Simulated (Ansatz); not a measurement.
# MnV₂O₆ (C2/m, No. 12)

The numbers are results of PBEsol (Ansatz, a quantum-chemistry and plane-wave program, PAW), not measurements.

Run with plane-wave cutoff 500 eV, 12×12×6 k mesh (along the axes of the cell as run), gaussian smearing 0.02 eV, spin-polarised with parallel moments, scalar-relativistic PAW data made under PBE.

Cell: relaxed at this level.

```json
{
 "volume_per_atom": "12.88 Å³/atom",
 "band_gap": "0.37 eV (on the SCF k mesh)"
}
```

Note: the magnetic order was assumed, not searched for or taken from measurement; the volume lies 13 % above that of the published cell.
